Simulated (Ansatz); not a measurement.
O vacancy (broken-bond start) in corundum (start: the O site; a neighbour pushed 0.95 Å away from the vacancy; 120-site cell, 2×2×2 Γ-centred sampling). Method: PBE, PAW (plane waves to 420 eV; Ansatz, a quantum-chemistry and plane-wave program). Total energies of the localised charge states, counted from that of charge +2, and their image corrections (point charge with alignment); the host's valence-band maximum lies at 7.358 eV on the cells' energy zero and its gap is 5.85 eV.

| charge | moment (μB) | E − E(first) (eV) | correction (eV) |
|---|---|---|---|
| +2 | not spin-polarised | 0.000 | 0.492 |
| +1 | 1.0 | 10.207 | 0.083 |
| 0 | not spin-polarised | 20.511 | 0.000 |

Q: Derive the transition levels above the valence-band maximum and say which of them are thermodynamic.

A: A level is the Fermi energy at which two charges have equal formation energy: ε(q/q′) = [E(q′) + corr(q′) − E(q) − corr(q)] / (q − q′) − E_VBM.
ε(+2/+1) = [(10.207 + 0.083) − (0.000 + 0.492)] / 1 − 7.358 = 2.44 eV
ε(+1/0) = [(20.511 + 0.000) − (10.207 + 0.083)] / 1 − 7.358 = 2.86 eV
Thermodynamic levels at least 0.1 eV inside the gap: (+2/+1) at 2.44 eV; (+1/0) at 2.86 eV. They hold to tenths of an eV in this cell. Only the charges listed were compared. The geometries come from one start. Flagged in the runs: a host whose relaxation on this sampling wasn't shown to rest.
